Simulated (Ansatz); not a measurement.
Start from a 12-atom supercell of NiSi₂ (space group Fm-3m, No. 225; a = 5.390 Å; non-magnetic) at its relaxed geometry.

The values are results of Kohn–Sham DFT with the PBEsol functional, run in Ansatz (a quantum-chemistry and plane-wave program) with PAW and 420 eV plane waves, no spin-orbit coupling, earlier PAW set, not measurements.

For the base:

The pressure comes out as 0.3 GPa and the mean distance from the defect site to its nearest host atoms is 2.33 Å.

Modification: a neutral Si vacancy, atoms relaxed at fixed cell, starting from a slightly rattled geometry.

Q: Estimate the effect on the pressure, mean distance from the defect site to its nearest host atoms and largest displacement of a host atom from its site in the perfect cell.

A: The pressure decreases by 5.7 GPa (0.3 GPa → -5.4 GPa); the mean distance from the defect site to its nearest host atoms increases by 0.02 Å to 2.35 Å; the largest displacement of a host atom from its site in the perfect cell is 0.02 Å.

Other magnetic orders, which the real material may have, were not ruled out. In so small a cell the defect repeats every few ångströms: this is an ordered compound, not a dilute defect. Starting moments died away, wholly or in part, for Si vacancy and the base; another magnetic solution may exist. Spin-polarised in the final run: Si vacancy; the other runs are not. The defect cell is spin-polarised and ends with 0.0 μB.
